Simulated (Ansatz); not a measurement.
Reference: CdTe (F-43m), r2SCAN with spin-orbit coupling, rigid bands (plane waves, PAW; Ansatz, a program for electronic structure); axes and stresses refer to this cell.

```
CdTe
1.0
    0.00000     3.24465     3.24465
    3.24465     0.00000     3.24465
    3.24465     3.24465     0.00000
Cd Te
1 1
Direct
  0.00000   0.00000   0.00000
  0.25000   0.25000   0.25000
```

* **hole conductivity mass**: 0.54 mₑ
* **Seebeck coefficient, n-type 1e19 cm⁻³**: -64 μV/K
* **electron conductivity mass**: 0.099 mₑ

Task: Change: uniaxial stress along [110] of 0.5 GPa (compression positive). What happens to hole conductivity mass, Seebeck coefficient, n-type 1e19 cm⁻³, electron conductivity mass?

Result: hole conductivity mass falls to 0.48 mₑ; Seebeck coefficient, n-type 1e19 cm⁻³ moves little, to -64 μV/K; electron conductivity mass moves little, to 0.100 mₑ.

Masses are for dilute carriers at 300 K, harmonic means over directions unless an axis is named. Seebeck coefficients are for the stated density at 300 K, with one relaxation time for all states and whether or not that doping can be reached. Stresses and pressures are the targets of the relaxation.  The structure type is held under load, also where the real crystal would transform.
